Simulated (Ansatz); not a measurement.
Worked example: self-consistent single point of LiAg3 (P1, 8 atoms in the cell) in Ansatz (an electronic-structure program).

Level of theory: LDA (PW92), PAW files made with PBE (plane waves; Ansatz).

The change in words: atoms moved at random. Reference geometry:
```
CELL_PARAMETERS angstrom
      5.74089     0.00000     0.00000
     -2.87045     4.97176     0.00000
      0.00000     0.00000     4.65837
ATOMIC_POSITIONS crystal
  Li 0.33333 0.66667 0.75000
  Li 0.66667 0.33333 0.25000
  Ag 0.16807 0.33614 0.25000
  Ag 0.83193 0.66386 0.75000
  Ag 0.83193 0.16807 0.75000
  Ag 0.16807 0.83193 0.25000
  Ag 0.66386 0.83193 0.25000
  Ag 0.33614 0.16807 0.75000
```

Reference input (self-consistent single point, DFT, LDA (PW92), plane waves, PAW files made with PBE): basis.ecutwfc = 30.9 Ry; kpoints.mp_grid.grid = 5 5 5; hamiltonian.xc = lda; hamiltonian.pseudopotentials = {kind: paw} (the program's default PAW files); scf.occupations.method = fermi_dirac; scf.occupations.width = 0.01 Ry. This run's input differs from it in these lines:

Ansatz 0.2 input:
```diff
@@ -7,10 +7,10 @@
   atoms:
-    - { symbol: Li, position: [0.333333, 0.666667, 0.750000] }
-    - { symbol: Li, position: [0.666667, 0.333333, 0.250000] }
-    - { symbol: Ag, position: [0.168070, 0.336140, 0.250000] }
-    - { symbol: Ag, position: [0.831930, 0.663860, 0.750000] }
-    - { symbol: Ag, position: [0.831930, 0.168070, 0.750000] }
-    - { symbol: Ag, position: [0.168070, 0.831930, 0.250000] }
-    - { symbol: Ag, position: [0.663860, 0.831930, 0.250000] }
-    - { symbol: Ag, position: [0.336140, 0.168070, 0.750000] }
+    - { symbol: Li, position: [0.334571, 0.665461, 0.755062] }
+    - { symbol: Li, position: [0.675712, 0.346233, 0.241511] }
+    - { symbol: Ag, position: [0.158476, 0.313071, 0.248102] }
+    - { symbol: Ag, position: [0.825454, 0.662636, 0.756169] }
+    - { symbol: Ag, position: [0.835531, 0.165518, 0.746023] }
+    - { symbol: Ag, position: [0.179953, 0.841867, 0.254435] }
+    - { symbol: Ag, position: [0.654152, 0.834553, 0.253128] }
+    - { symbol: Ag, position: [0.336151, 0.170661, 0.745570] }
 basis:
```

Output, abridged:

```
SCF iter   1: F=—  HF=-45157.104617 eV  |F-HF|=—  |Δ(HF+E_count)|=         —  Δρ=9.11e-2  dr2=1.48e1  ethr=3.10e-3  ⟨swp⟩=5.6  Hψ=14380  notcnv=0  defer=94
all-band conjugate gradients solve this SCF's bands
preconditioner: auto → Kerker (q_TF=auto, 2.682 Å⁻¹)
SCF iter   2: F=—  HF=-45153.948363 eV  |F-HF|=—  |Δ(HF+E_count)|=    3.16e0  Δρ=2.76e-2  dr2=1.62e0  ethr=3.10e-3  ⟨swp⟩=2.5  Hψ=8128  notcnv=0  defer=198
   [... lines left out ...]
SCF iter   7: F=—  HF=-45153.387664 eV  |F-HF|=—  |Δ(HF+E_count)|=   8.97e-5  Δρ=1.73e-4  dr2=3.66e-5  ethr=3.31e-7  ⟨swp⟩=2.0  Hψ=7643  notcnv=0  defer=197
SCF iter   8: F=—  HF=-45153.387677 eV  |F-HF|=—  |Δ(HF+E_count)|=   1.34e-5  Δρ=4.99e-5  dr2=4.66e-6  ethr=3.05e-8  ⟨swp⟩=2.5  Hψ=7253  notcnv=0  defer=197
SCF iter   9: F=—  HF=-45153.387677 eV  |F-HF|=—  |Δ(HF+E_count)|=   4.71e-7  Δρ=8.48e-6  dr2=1.29e-7  ethr=3.89e-9  ⟨swp⟩=2.2  Hψ=6262  notcnv=0  defer=197
SCF iter  10: F=-45153.387677 eV  HF=-45153.387677 eV  |F-HF|=1.07e-8  |Δ(HF+E_count)|=   1.88e-8  Δρ=3.47e-6  dr2=1.61e-8  ethr=8.33e-11  ⟨swp⟩=10.5  Hψ=18528  notcnv=0
SCF 1 converged in 10 iterations: F = -45153.387677 eV  dr2 = 1.61e-8
Free energy (F): -45153.387677 eV
Internal energy: -45153.227737 eV  (E = F + TS)
E sigma→0 (E₀):  -45153.307707 eV
Entropy (-TS):   -0.159940 eV (-19.993 meV/atom)
Fermi energy:    13.295504 eV
--- Forces (eV/Å), atoms counted from 1 ---
  atom   1  Li    -0.07139293    -0.02855451    -0.02549767
  atom   2  Li     0.00236493    -0.04715840     0.08352550
  atom   3  Ag    -0.07585009     0.46727084    -0.03839878
  atom   4  Ag     0.15427769     0.10731143    -0.07673052
  atom   5  Ag    -0.16975453     0.05459461     0.06430088
  atom   6  Ag    -0.18731957    -0.31874959    -0.06375646
  atom   7  Ag     0.23338582    -0.15598795    -0.03252426
  atom   8  Ag     0.11427703    -0.07873816     0.08908686
--- Stress (GPa, compression-positive) ---
       -5.987033      -0.118727       0.010304
       -0.118727      -6.222367       0.102015
        0.010304       0.102015      -5.483987
  P = ⅓ Tr σ = -5.8978 GPa (-58.978 kbar)
  The stress holds the Pulay correction. Without it, at fixed plane waves, as pw.x and ABINIT print it: P = -5.9366 GPa
```

The run converged in 10 iterations. Against the reference run the free energy rises by 7.3 meV/atom, the pressure goes from -6.36 to -5.90 GPa and the largest force goes from 0.046 to 0.475 eV/Å.

The starting cell comes from a database of computed structures (which also holds hypothetical and non-ambient phases and stackings), without a prior relaxation at this level. For this run, on top of that: atoms moved at random. With a pressure of about -6 GPa the cell is away from its equilibrium volume at this level. Ansatz's pressure includes its estimate of the finite-basis (Pulay) stress.

Cost on one core of a shared machine: roughly 60 s.
